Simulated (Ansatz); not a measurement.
We consider RuAl2 (Fddd, No. 70, 6 atoms in the cell; start mp-10910), described by LDA (Ansatz, a program for electronic structure, plane waves, PAW).

Run with plane-wave cutoff 520 eV, 10×10×10 k mesh, Fermi–Dirac smearing 0.01 eV, no spin polarisation, scalar-relativistic PAW data made under PBE.

Cell (relaxed at this level):

Space group Fddd, origin choice 1 (No. 70); a = 4.665 Å, b = 7.916 Å, c = 8.702 Å, α = 90.00°, β = 90.00°, γ = 90.00°

```tsv
atom	site	symmetry	x	y	z
Al	16f	.2.	0.0000	0.1711	0.0000
Ru	8b	222	0.5000	0.5000	0.5000
```
(The calculation used a cell of 6 atoms; values per cell refer to that cell.)

Q: Predict the band gap, smallest direct gap on the k points sampled and direct gap at Γ.

A: 
* **band gap**: 0.07 eV
* **smallest direct gap on the k points sampled**: 1.25 eV
* **direct gap at Γ**: 1.71 eV

Spin–orbit coupling is not included; it can close the smallest gap of 0.07 eV.

The computed numbers hold no vibrational or temperature effects.

A start named mp-… is a Materials Project structure, which need not be a measured phase.
